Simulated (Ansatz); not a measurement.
This concerns the formation energy of Sn_W in W (bcc, Im-3m). Reaction: Sn (white tin) + 63 W (bcc) → cell A.

Cell A: a supercell of 64 sites of W (bcc, Im-3m) with Sn on a W site (8 W at 2.82 Å); spin state with PBE: run without spin, k-point mesh 4×4×4.
```yaml
crystal:
  lattice:
    - [11.02867, 0.00000, 0.00000]
    - [-3.67622, 10.39793, 0.00000]
    - [-3.67622, -5.19897, 9.00487]
  atoms:
    - { symbol: W, position: [0.00000, 0.00000, 0.00000] }
    - { symbol: W, position: [0.99938, 0.99938, 0.24992] }
    - { symbol: W, position: [0.00000, 0.00000, 0.50000] }
    - { symbol: W, position: [0.00062, 0.00062, 0.75008] }
    - { symbol: W, position: [0.99938, 0.24992, 0.99938] }
    - { symbol: W, position: [0.99875, 0.24937, 0.24937] }
    - { symbol: W, position: [0.99938, 0.24946, 0.50000] }
    - { symbol: W, position: [0.00000, 0.25000, 0.75000] }
    - { symbol: W, position: [0.00000, 0.50000, 0.00000] }
    - { symbol: W, position: [0.99938, 0.50000, 0.24946] }
    - { symbol: W, position: [0.00000, 0.50000, 0.50000] }
    - { symbol: W, position: [0.00062, 0.50000, 0.75054] }
    - { symbol: W, position: [0.00062, 0.75008, 0.00062] }
    - { symbol: W, position: [0.00000, 0.75000, 0.25000] }
    - { symbol: W, position: [0.00062, 0.75054, 0.50000] }
    - { symbol: W, position: [0.00125, 0.75063, 0.75063] }
    - { symbol: W, position: [0.24992, 0.99938, 0.99938] }
    - { symbol: W, position: [0.24937, 0.99875, 0.24937] }
    - { symbol: W, position: [0.24946, 0.99938, 0.50000] }
    - { symbol: W, position: [0.25000, 0.00000, 0.75000] }
    - { symbol: W, position: [0.24937, 0.24937, 0.99875] }
    - { symbol: W, position: [0.24453, 0.24453, 0.24453] }
    - { symbol: W, position: [0.25079, 0.25079, 0.50000] }
    - { symbol: W, position: [0.24946, 0.24946, 0.75008] }
    - { symbol: W, position: [0.24946, 0.50000, 0.99938] }
    - { symbol: W, position: [0.25079, 0.50000, 0.25079] }
    - { symbol: W, position: [0.24453, 0.50000, 0.50000] }
    - { symbol: W, position: [0.24937, 0.50000, 0.75063] }
    - { symbol: W, position: [0.25000, 0.75000, 0.00000] }
    - { symbol: W, position: [0.24946, 0.75008, 0.24946] }
    - { symbol: W, position: [0.24937, 0.75063, 0.50000] }
    - { symbol: W, position: [0.24992, 0.75054, 0.75054] }
    - { symbol: W, position: [0.50000, 0.00000, 0.00000] }
    - { symbol: W, position: [0.50000, 0.99938, 0.24946] }
    - { symbol: W, position: [0.50000, 0.00000, 0.50000] }
    - { symbol: W, position: [0.50000, 0.00062, 0.75054] }
    - { symbol: W, position: [0.50000, 0.24946, 0.99938] }
    - { symbol: W, position: [0.50000, 0.25079, 0.25079] }
    - { symbol: W, position: [0.50000, 0.24453, 0.50000] }
    - { symbol: W, position: [0.50000, 0.24937, 0.75063] }
    - { symbol: W, position: [0.50000, 0.50000, 0.00000] }
    - { symbol: W, position: [0.50000, 0.50000, 0.24453] }
    - { symbol: Sn, position: [0.50000, 0.50000, 0.50000] }
    - { symbol: W, position: [0.50000, 0.50000, 0.75547] }
    - { symbol: W, position: [0.50000, 0.75054, 0.00062] }
    - { symbol: W, position: [0.50000, 0.75063, 0.24937] }
    - { symbol: W, position: [0.50000, 0.75547, 0.50000] }
    - { symbol: W, position: [0.50000, 0.74921, 0.74921] }
    - { symbol: W, position: [0.75008, 0.00062, 0.00062] }
    - { symbol: W, position: [0.75000, 0.00000, 0.25000] }
    - { symbol: W, position: [0.75054, 0.00062, 0.50000] }
    - { symbol: W, position: [0.75063, 0.00125, 0.75063] }
    - { symbol: W, position: [0.75000, 0.25000, 0.00000] }
    - { symbol: W, position: [0.75008, 0.24946, 0.24946] }
    - { symbol: W, position: [0.75063, 0.24937, 0.50000] }
    - { symbol: W, position: [0.75054, 0.24992, 0.75054] }
    - { symbol: W, position: [0.75054, 0.50000, 0.00062] }
    - { symbol: W, position: [0.75063, 0.50000, 0.24937] }
    - { symbol: W, position: [0.75547, 0.50000, 0.50000] }
    - { symbol: W, position: [0.74921, 0.50000, 0.74921] }
    - { symbol: W, position: [0.75063, 0.75063, 0.00125] }
    - { symbol: W, position: [0.75054, 0.75054, 0.24992] }
    - { symbol: W, position: [0.74921, 0.74921, 0.50000] }
    - { symbol: W, position: [0.75547, 0.75547, 0.75547] }
```

Reference: Sn (white tin, I4₁/amd), 2 atoms in the cell, k-point mesh 22×22×22 on the run's own vectors. Conventional cell: a = b = 5.946 Å, c = 3.217 Å, α = β = γ = 90.00°.

Reference: W (bcc, Im-3m), 64 atoms in the cell, the relaxed perfect crystal repeated, atoms not moved again; spin state with PBE: run without spin, k-point mesh 4×4×4 on the run's own vectors.

Computed with Ansatz (plane waves, PAW), its default PAW set, cutoff 500 eV. The structures are at rest with PBE, within the held lattices; other levels are single points on them. Neutral cells; Fermi-Dirac smearing of at most 0.10 eV in the solids, energies taken to zero width. The lattices are those relaxed with PBE, so at other levels the solids can be strained. Larger cells are relaxed from a start prepared with the learned potential CHGNet, on a coarser mesh till forces fall under 0.03 eV/Å, which some starts already meet. A dispersion term (D3(BJ), or D4 for r2SCAN) was computed beside these levels and is taken off wherever the name lacks it. The PAW files were made for PBE and serve at the other functionals too. Space groups of crystals are read within 0.01 Å. Static lattices, no vibrational contributions. Cells are local rest points, mostly with their start's symmetry. The runs are scalar-relativistic, without spin-orbit coupling. No correction for cell size. Mesh and cell size may move defect energies by 0.1 eV or more. Cell A has symmetry Im-3m within 0.02 Å and got no random move, so less symmetric positions, which may lie lower, weren't tried.

**Question.** What value does r2SCAN give?

**Answer.** 1.52 eV, for Sn (white tin) + 63 W (bcc) → cell A.

Ansatz is an electronic-structure program.
